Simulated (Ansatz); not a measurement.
Partial pair distribution functions of a relaxed model of amorphous Te₂₀Se₅O₃₀, broadened by 0.06 Å; density 4.55 g/cm³. Calculation: PBE, scalar-relativistic without spin-orbit coupling (plane waves to 420 eV, PAW; Ansatz, a program for electronic structure).

Preparation: random packing, a CHGNet melt and quench, and a DFT relaxation. O atoms were pushed apart under 1.9 Å during the dynamics, to hinder bonds among them. The hot cell started wider than the set density and was brought back towards it in steps. It is the lowest in DFT energy of 2 quenches. It is a model cell: composition and starting density were chosen by hand, and all elements were melted together. No dispersion term was used. Its density started from a set value of 5.71 and ended at 4.55 g/cm³. The quench (nominally 190 K/ps over its main leg) was far faster than any real one, so the model tends to hold more defects than a real film. One small periodic cell is one sample of the glass; other quenches scatter about these values. The volume was free in the relaxation, at fixed shape. On a 2×2×2 Γ-centred mesh force components of up to 0.12 eV/Å stay, since the relaxation ran on the zone centre alone.

| r (Å) | g Te-O | g Te-Se | g Te-Te | g O-O |
|---|---|---|---|---|
| 1.60 | 0.00 | 0.00 | 0.00 | 0.00 |
| 1.70 | 0.17 | 0.00 | 0.00 | 0.00 |
| 1.80 | 2.57 | 0.00 | 0.00 | 0.00 |
| 1.90 | 7.27 | 0.00 | 0.00 | 0.00 |
| 2.00 | 6.25 | 0.00 | 0.00 | 0.00 |
| 2.10 | 3.64 | 0.00 | 0.00 | 0.00 |
| 2.20 | 1.72 | 0.00 | 0.00 | 0.00 |
| 2.30 | 1.15 | 0.02 | 0.00 | 0.00 |
| 2.40 | 0.81 | 0.69 | 0.00 | 0.00 |
| 2.50 | 0.46 | 3.17 | 0.01 | 0.11 |
| 2.60 | 0.40 | 4.33 | 0.19 | 0.92 |
| 2.70 | 0.07 | 2.95 | 0.44 | 2.61 |
| 2.80 | 0.16 | 0.64 | 0.06 | 4.13 |
| 2.90 | 0.59 | 0.38 | 0.00 | 4.32 |
| 3.00 | 0.61 | 0.68 | 0.00 | 3.45 |
| 3.10 | 0.45 | 0.48 | 0.00 | 2.17 |
| 3.20 | 0.54 | 1.05 | 0.17 | 1.60 |
| 3.30 | 0.42 | 1.23 | 0.85 | 1.09 |
| 3.40 | 0.33 | 1.26 | 1.01 | 1.02 |
| 3.50 | 0.60 | 0.56 | 1.38 | 0.58 |
| 3.60 | 0.87 | 0.25 | 1.92 | 0.36 |
| 3.70 | 0.88 | 0.48 | 2.93 | 0.52 |
| 3.80 | 0.84 | 0.77 | 2.32 | 0.49 |
| 3.90 | 1.20 | 1.86 | 1.59 | 0.36 |
| 4.00 | 1.24 | 1.59 | 1.24 | 0.55 |
| 4.10 | 0.94 | 1.60 | 0.98 | 0.70 |
| 4.20 | 0.89 | 1.35 | 1.17 | 0.97 |
| 4.30 | 1.01 | 0.88 | 0.91 | 1.12 |
| 4.40 | 0.98 | 0.91 | 0.82 | 1.00 |
| 4.50 | 1.13 | 1.31 | 1.00 | 0.73 |
| 4.60 | 1.49 | 0.62 | 1.38 | 0.74 |
| 4.70 | 1.51 | 0.62 | 1.13 | 0.92 |
| 4.80 | 1.10 | 1.28 | 1.29 | 0.77 |
| 4.90 | 0.89 | 1.20 | 0.90 | 1.02 |
| 5.00 | 0.91 | 1.06 | 0.57 | 1.27 |
| 5.10 | 0.87 | 1.43 | 0.99 | 1.18 |
| 5.20 | 1.03 | 1.19 | 1.13 | 1.11 |
| 5.30 | 0.95 | 0.84 | 0.84 | 1.17 |
| 5.40 | 0.80 | 0.77 | 0.93 | 1.45 |

Within 2.70 Å each Te has 3.05 O neighbours on average.
